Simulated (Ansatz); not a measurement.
Defect migration in silicon: interstitial Ca, charge state +2. Level of theory: PBE, PAW (plane waves to 420 eV; Ansatz, a quantum-chemistry and plane-wave program).

Settings: 64 host sites, the relaxed PBE lattice, a 2×2×2 k-point mesh shifted by half a step, smearing 0.01 eV, spin-restricted, no image-charge correction. Energies are static. The charge state is imposed; whether it is stable for some Fermi level was not computed. Sites that were not tried may lie lower.

Barriers: single points on a 3×3×3 k-point mesh shifted by half a step at the bands' geometries.

The only route run: Ca moves alone to another site; the atom moves 2.35 Å along (-0.25, 0.25, -0.25) of the unit cell; the moving atom starts with neighbours 4 Si at 2.58, 6 Si at 2.83 Å and ends with 4 Si at 2.58, 6 Si at 2.83 Å. Its barrier is 1.54 eV. The saddle point's order was not checked, and it lies on a symmetry element of the cell, where a band can be held. The defect has 4 equivalent sites to jump to, 2.37 Å away. Attempt frequency: take 10 THz as a typical guess.

Q: Estimate the defect's diffusion coefficient at 1200 K, how far it wanders in 1 h, and how much an error of 0.1 eV in the barrier would matter.

A: kT = 0.1034 eV, so each jump happens at Γ = ν exp(−E/kT) = 1.0e13 × exp(−14.89) ≈ 3.4e+06 s⁻¹. For uncorrelated jumps in a cubic host D = z λ² Γ / 6 = 4 × (2.37e-8 cm)² × 3.4e+06 / 6 ≈ 1.3e-09 cm²/s. The root-mean-square distance is √(6Dt) ≈ 50 µm. An error of 0.1 eV changes D by a factor exp(0.1/kT) ≈ 2.6, and the distance by its square root. This is the isolated defect's own diffusivity; trapping, its concentration and zero-point motion are left out.
